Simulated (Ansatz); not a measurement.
The starting structures come from a database of crystals and need not be the phases stable at ambient conditions.

Tunnelling through a barrier is set by its complex band structure: the current falls as exp(−2κd) with the smallest κ.

Input:

```
Bi2O6Te
1.0
    5.37221     0.00000     0.00000
   -2.68610     8.30697     0.00000
    0.00000     0.00000     5.38315
Bi Te O
4 2 12
Direct
  0.32743   0.65486   0.01139
  0.67257   0.34514   0.98861
  0.17257   0.34514   0.51139
  0.82743   0.65486   0.48861
  0.50000   0.00000   0.50000
  0.00000   0.00000   0.00000
  0.39042   0.78084   0.42226
  0.60958   0.21916   0.57774
  0.10958   0.21916   0.92226
  0.89042   0.78084   0.07774
  0.27815   0.05630   0.25000
  0.72185   0.94370   0.75000
  0.22185   0.94370   0.75000
  0.77815   0.05630   0.25000
  0.99894   0.49788   0.75000
  0.00106   0.50212   0.25000
  0.50106   0.50212   0.25000
  0.49894   0.49788   0.75000
```

Space group of this cell: Cmce. The cell is taken as given; by r2SCAN its mean pressure is 0.6 GPa.

Transport runs along the normal of the first two printed cell vectors.

The gap is the functional's own. No spin-orbit coupling. Mid-gap values are interpolated on the energy grid.

### Question
Give the band gap and the smallest decay constant κ at mid-gap that r2SCAN (Ansatz, an electronic-structure program) yields.

### Answer
Gap 2.08 eV on a 6×6×6 mesh; κ = 0.294 1/Å, at (0.000, 0.500) of the in-plane reciprocal vectors. At the zone centre, at the nearest computed energy, the slowest state has κ = 0.30 1/Å.
